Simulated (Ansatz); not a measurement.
Results of LDA+SOC (plane waves, PAW; Ansatz, a quantum-chemistry and plane-wave program) for AlB2-type HfB2.

Run with plane-wave cutoff 520 eV, 18×18×16 k mesh (along the axes of the cell as run), Fermi–Dirac smearing 0.05 eV, PAW data made under PBE.

Starting structure:

```xyz
3
Lattice="3.1400 0.0000 0.0000 -1.5700 2.7193 0.0000 0.0000 0.0000 3.4800" Properties=species:S:1:pos:R:3 pbc="T T T"
Hf     0.0000     0.0000     0.0000
B      1.5700     0.9064     1.7400
B      0.0000     1.8129     1.7400
```

Problem. Into what structure does the relaxation of cell and atoms lead at this level, with the symmetry of the start kept?

Solution. The volume falls by 4.1 %; final space group P6/mmm.
```xyz
3
Lattice="3.1029 0.0000 0.0000 -1.5514 2.6872 0.0000 0.0000 0.0000 3.4173" Properties=species:S:1:pos:R:3 pbc="T T T"
Hf     0.0000     0.0000     0.0000
B      1.5514     0.8957     1.7086
B      0.0000     1.7914     1.7086
```
